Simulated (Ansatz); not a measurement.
# Pt (Im-3m, No. 229; start mp-2646979; another form than the element's usual one): properties by level of theory

```
level (code)     equilibrium lattice constant a (Å)  bulk modulus (GPa)
---------------  ----------------------------------  ------------------
LDA (Ansatz)                                  3.102                 ___
PBEsol (Ansatz)                                 ___                 277
r²SCAN (Ansatz)                               3.140                 259
```

### Question
Some entries are withheld; supply them.

### Answer

- LDA (Ansatz, an electronic-structure program), bulk modulus (GPa): 296
- PBEsol (Ansatz), equilibrium lattice constant a (Å): 3.121

Caveats: the bulk modulus is −V dP/dV from two relaxed cells at ±2 % in volume (LDA, PBEsol, r²SCAN); the relaxation could not lower the start's symmetry, so the cell can be a saddle point above a distorted one (LDA, PBEsol, r²SCAN). Ansatz's density-functional and Hartree–Fock values are scalar-relativistic unless marked +SOC, with PAW data made under PBE.

Computed values are for the static lattice.

A start named mp-… is a Materials Project structure, which can be a computed phase never made.
